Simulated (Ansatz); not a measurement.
Abridged Ansatz (a first-principles code) output:

```
Relaxation: its limit of steps is 50 (relax.max_steps)
Pseudopotential: Mo, paw, valence charge 14
Crystal: 1 atoms, lattice volume = 17.259 Å³
Basis set: ecut = 420 eV, 321 PW (Γ), exchange–correlation on 40×40×40 points (8 copies of the dense FFT grid, shifted against one another)
Bands: 11, of which v1, the nominal top of the filled ones, is band 7 counted from 1 (6 counted from 0)
Symmetry: 48 space group operations
k-points: 680 of 24389
Functional: x = pbe(κ = 0.804, μ = 0.2195149727645171), c = pbe(β = 0.06672455060314922)
SCF iter   1: F=—  HF=-4955.937821 eV  |F-HF|=—  |Δ(HF+E_count)|=         —  Δρ=1.92e-3  dr2=4.20e-4  ethr=1.77e-3  ⟨swp⟩=5.0  Hψ=43153  notcnv=0
SCF iter   2: F=—  HF=-4955.937849 eV  |F-HF|=—  |Δ(HF+E_count)|=   2.85e-5  Δρ=1.01e-3  dr2=5.46e-5  ethr=3.00e-6  ⟨swp⟩=2.5  Hψ=17835  notcnv=0
SCF 1 converged in 7 iterations: F = -4955.937878 eV  dr2 = 1.94e-11
relax step   1: F+E_penalty+E_count = -4955.93787822 eV  Δ(F+E_penalty+E_count) = +0.000e0 eV  max|allowed force component| = 0.000e0 eV/Å  Δτ_max = 0.0000 Å  (7 SCF iters, accepted)
SCF converged after 7 iterations
Free energy (F): -4955.937878 eV
Internal energy: -4955.914476 eV  (E = F + TS)
E sigma→0 (E₀):  -4955.926177 eV
Entropy (-TS):   -0.023402 eV (-23.402 meV/atom)
Fermi energy:    18.766953 eV
--- Forces (eV/Å), atoms counted from 1 ---
  atom   1  Mo    -0.00000000     0.00000000     0.00000000
--- Stress (GPa, compression-positive) ---
      -19.014019      -0.000000       0.000000
       -0.000000     -19.014019      -0.000000
        0.000000      -0.000000     -19.014019
  P = ⅓ Tr σ = -19.0140 GPa (-190.140 kbar)
--- Relaxed structure (1 steps of the walk, 1 accepted, 0 SCFs on fresh bases) ---
  atoms:
    - { symbol: Mo, position: [0.0, 0.0, 0.0] }
```

**Question.** What was computed, and what are the main results?

**Answer.** Mo, 1 atom in the cell, with plane-wave PAW DFT at the PBE level (Ansatz, 420 eV), without spin-orbit coupling. The last SCF converged to F = -4955.937878 eV, or -4955.9379 eV per atom, at a pressure of -19.01 GPa. The total energy compares only with runs of the same code, potentials and settings.

The cells carry an imposed strain or load. Whether these cells are dynamically stable was not tested. All final runs are without spin polarisation. The cell was made from Mo in the bcc (W type) structure (space group Im-3m, No. 229) by this change: isotropic strain +3.00 %.

Keys are those of Ansatz 0.2.
